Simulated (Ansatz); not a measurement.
# How far to go with the plane-wave cutoff: LaGe₂Pd₂ (I4mm, 5 atoms in the cell)

```xyz
5
Lattice="-2.1882 2.1882 5.0369 2.1882 -2.1882 5.0369 2.1882 2.1882 -5.0369" Properties=species:S:1:pos:R:3 pbc="T T T"
La     0.0000     0.0000     0.0500
Ge     0.0000     0.0000     6.2873
Ge     0.0000     0.0000     3.7864
Pd     2.1882     0.0000     2.5184
Pd     0.0000     2.1882     2.5184
```

Method of the run: LDA (PW92), default PAW files made with PBE (plane waves; Ansatz, a program for electronic structure).

Base settings: basis.ecutwfc = 420 eV; kpoints.mp_grid.grid = 5 5 5; hamiltonian.xc = lda; hamiltonian.pseudopotentials = {kind: paw} (the program's default PAW files); scf.occupations.method = fermi_dirac; scf.occupations.width = 0.1 eV.

The second cell is the first with its lattice scaled by 0.98.

The mesh stays at the base's, so the ladder's end is converged at best in this setting alone.

The first pressure column holds Ansatz's estimate of the finite-basis (Pulay) stress, which hides part of the cutoff error; the other is without it.

Only quantities that move along the ladder and can be compared are tabulated.

The count of work is k-points × plane waves × bands × iterations; it is no time. 

The starting cell comes from a database of computed structures (which also holds hypothetical and non-ambient phases and stackings), without a prior relaxation at this level. Its lattice was rescaled by up to half a per cent. One atom was moved a little off its site on purpose. Spin polarisation is off. In the base run, with a pressure of about -5 GPa the cell is away from its equilibrium volume at this level.

Steps (basis.ecutwfc): 145 eV; 170 eV; 190 eV; 210 eV; 230 eV; 250 eV; 295 eV; 335 eV; 380 eV; 420 eV; 460 eV; 505 eV; 565 eV; 630 eV; 735 eV; 840 eV; 1010 eV.

Task: What is the coarsest basis.ecutwfc that holds the pressure without the Pulay estimate within 0.1 GPa of the last step, with all finer ones?

Result: 420 eV, at 0.24 of the last step's count of work; the step before is off by 0.17 GPa.

Task: What is the coarsest basis.ecutwfc that holds the energy of the compressed cell less the first within 1 meV/atom of the last step, with all finer ones?

Result: 335 eV, at 0.17 of the last step's count of work; the step before is off by 3.6 meV/atom.

Task: What is the coarsest basis.ecutwfc that holds the free energy within 0.5 meV/atom of the last step, with all finer ones?

Result: 630 eV, at 0.43 of the last step's count of work; the step before is off by 0.64 meV/atom.

```tsv
basis.ecutwfc	free energy less the last step's (meV/atom)	energy of the compressed cell less the first (meV/atom)	pressure (GPa)	pressure without the Pulay estimate (GPa)	largest difference of a force vector from the last step's (eV/Å)	count of work / last
145 eV	51996.62	-412.52	-1.13	-1334.96	1.428	0.061
170 eV	22888.80	-45.10	-2.11	-713.30	0.554	0.068
190 eV	11731.05	-32.41	-3.96	-426.38	0.234	0.081
210 eV	5839.18	-73.43	-5.31	-248.55	0.434	0.093
230 eV	2802.63	-16.72	-8.30	-140.02	0.299	0.11
250 eV	1331.22	-27.43	-6.08	-78.21	0.140	0.12
295 eV	196.29	-7.17	-4.82	-19.75	0.038	0.16
335 eV	25.99	-10.42	-5.03	-7.62	0.014	0.17
380 eV	2.95	-10.61	-5.09	-5.28	0.001	0.20
420 eV	1.71	-10.70	-5.10	-5.13	0.001	0.24
460 eV	1.24	-10.73	-5.10	-5.13	0.001	0.27
505 eV	0.82	-10.74	-5.10	-5.12	0.001	0.31
565 eV	0.64	-10.75	-5.11	-5.11	0.000	0.37
630 eV	0.46	-10.75	-5.11	-5.12	0.000	0.43
735 eV	0.18	-10.77	-5.11	-5.12	0.000	0.62
840 eV	0.08	-10.78	-5.11	-5.11	0.000	0.75
1010 eV	0.00	-10.78	-5.11	-5.11	0.000	1.0
```

The energy difference between the two cells stays within 1 meV/atom of the last step's from 335 eV on, the total only from 505 eV on: much of the error is common to both cells and cancels.

At the lowest cutoff the pressure without the Pulay estimate lies 1330 GPa under the last step's, the usual sign of Pulay stress in an incomplete plane-wave basis.

Keys are those of Ansatz 0.2.
